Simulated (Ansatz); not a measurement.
Given:

End structure of a 2x2 cell of the 1x1 (111) surface of fcc Rh, relaxed from a rattled start:

```yaml
crystal:
  lattice:
    - [5.41644, 0.00000, 0.00000]
    - [-2.70822, 4.69077, 0.00000]
    - [0.00000, 0.00000, 26.00000]
  atoms:
    - { symbol: Rh, position: [0.16667, 0.33333, 0.37435] }
    - { symbol: Rh, position: [0.16667, 0.83333, 0.37435] }
    - { symbol: Rh, position: [0.66667, 0.33333, 0.37435] }
    - { symbol: Rh, position: [0.66667, 0.83333, 0.37435] }
    - { symbol: Rh, position: [0.33333, 0.16667, 0.45810] }
    - { symbol: Rh, position: [0.33333, 0.66667, 0.45810] }
    - { symbol: Rh, position: [0.83333, 0.16667, 0.45810] }
    - { symbol: Rh, position: [0.83333, 0.66667, 0.45810] }
    - { symbol: Rh, position: [0.00007, 0.00019, 0.54192] }
    - { symbol: Rh, position: [0.00008, 0.50019, 0.54192] }
    - { symbol: Rh, position: [0.50004, 0.00018, 0.54192] }
    - { symbol: Rh, position: [0.50007, 0.50019, 0.54192] }
    - { symbol: Rh, position: [0.16682, 0.33362, 0.62576] }
    - { symbol: Rh, position: [0.16682, 0.83364, 0.62576] }
    - { symbol: Rh, position: [0.66679, 0.33362, 0.62576] }
    - { symbol: Rh, position: [0.66684, 0.83369, 0.62576] }
```

Slab: 16 atoms, 6.5 Å thick at the start (thin: gaps and levels are the slab's own); k 6x6x1, smearing 0.1 eV, dipole-corrected; 8 atoms held, the rest relaxed; no spin, no spin-orbit, no U.

Q: Predict the work function of the top face from PBE run with Ansatz (a quantum-chemistry and plane-wave program).

A: 5.15 eV
